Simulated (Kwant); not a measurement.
Model: Hückel tight-binding model, one pz orbital an atom, one spin, coherent transport at 0 K (Kwant). Conductance is in e²/h.

Model system: π system c1ccc2c(c1)-c1cccc3cccc-2c13 between two chain leads. The π system is taken as planar. Atoms are numbered from 0 in the order of the SMILES. Site energies (eV, carbon 0): [0.0, 0.0, 0.0, 0.0, 0.0, 0.0, 0.0, 0.0, 0.0, 0.0, 0.0, 0.0, 0.0, 0.0, 0.0, 0.0]. Bonds (i, j, β in eV): (0,1,-3) (1,2,-3) (2,3,-3) (3,4,-3) (4,5,-3) (4,6,-3) (6,7,-3) (7,8,-3) (8,9,-3) (9,10,-3) (10,11,-3) (11,12,-3) (12,13,-3) (13,14,-3) (14,15,-3) (5,0,-3) (15,6,-3) (14,3,-3) (15,10,-3). Leads: chains of hopping −4.5 eV, joined by −0.9 eV to atoms 8 and 9.

Site energies and bond integrals are typed Hückel values.

Sweep values stay those of the base run.

One input was changed, with this effect: transmission at E = 0 0.0064 → 0.0011.

Which change was it?
(A) contacts moved from atoms [8, 9] to [7, 8]
(B) contacts moved from atoms [8, 9] to [2, 9]
(C) contacts moved from atoms [8, 9] to [0, 1]
(D) contacts moved from atoms [8, 9] to [2, 7]
(E) contacts moved from atoms [8, 9] to [7, 11]
(F) contacts moved from atoms [8, 9] to [2, 13]

E, contacts moved from atoms [8, 9] to [7, 11]
